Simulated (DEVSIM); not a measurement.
System: Si p+/n-/n+ power diode, at 250 K.

Layer 1 from the left is Si, thickness (μm) 2.50, Na (cm⁻³) 2.2e17, τn (s) 8.5e-5, τp (s) 8.5e-5. Layer 2 from the left is Si, thickness (μm) 3.70, Nd (cm⁻³) 1e15, τn (s) 8.5e-5, τp (s) 8.5e-5. Layer 3 from the left is Si, thickness (μm) 6.00, Nd (cm⁻³) 2.3e18, τn (s) 8.5e-5, τp (s) 8.5e-5.

Left contact: ohmic. Right contact: ohmic. Voltage is applied to the left contact. Recombination: SRH at mid-gap, radiative, Auger. Mobility is constant in doping.

Constants are typed, rounded textbook-type inputs, not results; the design itself was drawn at random and stands for no fabricated device. Values at 300 K; Nc and Nv go as T^1.5, mobilities as T to minus their exponent, the gap by Varshni's rule with the affinity fixed.

Si: gap (eV) 1.124, affinity (eV) 4.05, permittivity 11.7, Nc (cm⁻³) 2.86e19, Nv (cm⁻³) 3.1e19, μn (cm²/Vs) 1417, μp (cm²/Vs) 470, T exponent of μn 2.3, T exponent of μp 2.2, B (cm³/s) 4.7e-15, Cn (cm⁶/s) 2.8e-31, Cp (cm⁶/s) 9.9e-32, Varshni α (eV/K) 0.000473, Varshni β (K) 636.

Model (solved in DEVSIM): 1D drift-diffusion, Boltzmann statistics, complete ionisation; no tunnelling, impact ionisation, image-force lowering or self-heating.

Q: What does the simulation give for the dark forward voltage at 1 A/cm², the potential step across the device at zero bias, the dark forward voltage at 100 A/cm²?

A: dark forward voltage at 1 A/cm² 0.747 V; potential step across the device at zero bias 0.987 V; dark forward voltage at 100 A/cm² 0.850 V.
